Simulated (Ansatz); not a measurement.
N on the 1x1 (10-10) surface of wurtzite ZnO (cut with top plane O + Zn), one in a 2x1 cell, energies for each (34.7 Å²). Energies are against ½ N2(g), without zero-point or thermal terms; each row is named by its start (#2, #3: further inequivalent places of a kind).

Host crystal: wurtzite ZnO, with a band gap (PBE, scalar-relativistic without spin-orbit coupling).

Level of theory: PBE (plane waves to 420 eV, PAW; Ansatz, a first-principles code).

Model: 33-atom slab, 9.4 Å thick at the start under the adsorbate (thin: gaps and levels are the slab's own), 3x4x1 mesh, Fermi-Dirac 0.01 eV, dipole correction, 16 atoms held, the rest relaxed; each run with such symmetry as its start has; spin-polarised, no spin-orbit, no U, no dispersion correction.

A negative adsorption energy means that the adsorbate is more stable on the surface than in its reference. Starts that drift may end in the same place. Heights count from the host atoms within 0.3 Å of the top one. Moments of ungapped slabs depend on the mesh.

```csv
starting site,E_ads (eV),height (Å),nearest host atom (Å),bonded to,change of the vacuum step (eV),lateral drift (Å),moment (μB)
top O (the adsorbate paired with a surface O atom),3.57,1.05,O 1.38,O + Zn,0.46,0.5,1.2
top Zn,4.93,1.83,Zn 2.01,Zn,0.33,0.9,3.0
top Zn #2,5.00,1.37,Zn 2.06,2 Zn,0.52,2.5,3.0
over O at depth 0.9 Å (the adsorbate paired with a surface O atom),3.80,-0.01,O 1.40,O + 2 Zn,-0.24,0.1,1.0
hollow O-O-Zn-Zn-Zn,5.00,1.37,Zn 2.06,2 Zn,0.54,1.0,2.9
hollow beside O (the adsorbate paired with a surface O atom),3.57,1.05,O 1.38,O + Zn,0.45,0.8,1.2
bridge Zn-Zn (span 3.3 Å) (the adsorbate paired with a surface O atom),3.80,0.00,O 1.40,O + 2 Zn,-0.23,0.7,1.0
bridge Zn-Zn (span 3.3 Å) #2,4.93,1.83,Zn 2.01,Zn,0.33,0.9,3.0
```
